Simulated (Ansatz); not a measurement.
**A constructed model of the (100) surface of fcc Pt, a layer of Al in place of the second plane (bottom of the slab: a bare face, its two planes held)**

Level of theory: PBE (plane waves to 420 eV, PAW; Ansatz, a program for electronic structure).

Set-up: 6 atoms, 9.7 Å thick at the start (thin: gaps and levels are the slab's own); mesh 13x13x1; 0.1 eV smearing; dipole correction on; 2 atoms held, the rest relaxed; symmetry of the start imposed; no spin, no spin-orbit, no U. It is one candidate, not shown to be the stable structure of the face.

```json
{
  "work_function_of_the_top_face": "5.24 eV",
  "energy_released_by_relaxation": "0.39 eV",
  "cost": "about 110 core-seconds (a rough figure)"
}
```
